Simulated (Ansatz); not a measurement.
Defect migration in polar orthorhombic ZrO2 with all lengths changed by +1 %: O vacancy, charge state +2. The step: one O atom jumps into the vacancy from a nearby O site; the atom moves 2.62 Å along (0.19, -0.02, -0.46) of the unit cell; the moving atom starts with neighbours O at 2.59, O at 2.69; Zr at 2.10, Zr at 2.11, Zr at 2.25 Å and ends with O at 2.64; Zr at 2.06, Zr at 2.20, Zr at 2.22 Å. DFT values are from Ansatz (plane-wave PAW, 420 eV unless said) in a cell of 96 host sites, spin-restricted, static, with no finite-size correction. The host's phase is taken as given; its stability against other phases was not computed. The charge state is imposed; whether it is stable for some Fermi level was not computed. Forms of the defect that were not tried may lie lower. For the PBE band: the saddle point's order was not checked.

```tsv
Level	Forward barrier (eV)	Cost of the band or of the saddle's single point
CHGNet universal potential (has no charge state), its own band	0.41	-
PBE, the Γ point alone, band relaxed	0.43	very roughly 14 core-minutes
PBE, a 2×2×2 k-point mesh shifted by half a step, same geometries	0.44	about 3 core-minutes (a rough figure)
```

Ansatz is a first-principles code.
